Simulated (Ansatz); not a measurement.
PbS in the rock salt structure (space group Fm-3m, No. 225)

```
CELL_PARAMETERS angstrom
      0.00000     2.95134     2.95134
      2.95134     0.00000     2.95134
      2.95134     2.95134     0.00000
ATOMIC_POSITIONS crystal
  S  0.00000 0.00000 0.00000
  Pb 0.50000 0.50000 0.50000
```

All numbers come from PBEsol, PAW, 420 eV (Ansatz, a quantum-chemistry and plane-wave program; scalar-relativistic without spin-orbit coupling). k-mesh 10×10×10 (Γ-centred); smearing 0.05 eV (Fermi–Dirac).

- Volume per atom: 25.71 Å³
- Density: 7.73 g/cm³
- Band gap: 0.19 eV, direct at L
- Electron mass: 0.070 mₑ along k, 0.15 mₑ across
- Lowest conduction-band minima above the VBM: L along ⟨111⟩ 0.19 eV; a point along ⟨110⟩, about 0.7 Å⁻¹ from Γ 1.14 eV
- Total energy: -6320.463 eV/atom (σ→0; compares only within this code and set-up)

With Pb present, leaving out spin-orbit coupling can change the band edges. Masses are band curvatures over ±0.01 Å⁻¹ around the edge. Along k means along the line from Γ to the band edge. Whether these cells are dynamically stable was not tested. The zero or small gap of PbS can change with the level of theory.
